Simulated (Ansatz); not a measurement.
For Mg (model structure, started from the diamond type, Fd-3m, No. 227, 2 atoms in the cell), LDA in Ansatz (plane waves, PAW) gives:

| Property | Value |
|---|---|
| lattice parameter a | 6.693 Å |
| bulk modulus | 12.8 GPa |
| cohesive energy | 0.96 eV/atom |

Task: What does r²SCAN in Ansatz (plane waves, PAW) give for the same quantities?

Result: 
- lattice constant a: 6.856 Å (increases by 2.4 %)
- bulk modulus: 11.8 GPa (decreases by 7.8 %)
- cohesive energy: 0.83 eV/atom (decreases by 0.13 eV/atom)

Changes are worked out from the printed values.

Unless a cell is named, each level is at its own relaxed cell (LDA 37.47, r²SCAN 40.28 Å³/atom).

Caveats: the bulk modulus is −V dP/dV from two relaxed cells at ±2 % in volume (LDA, r²SCAN). Ansatz's density-functional and Hartree–Fock values are scalar-relativistic unless marked +SOC, with PAW data made under PBE.

A model structure was made by putting elements into a prototype or built by hand; it is no filed structure, need not be a known phase, and can be a saddle point held by its symmetry.

Ansatz is an electronic-structure program.
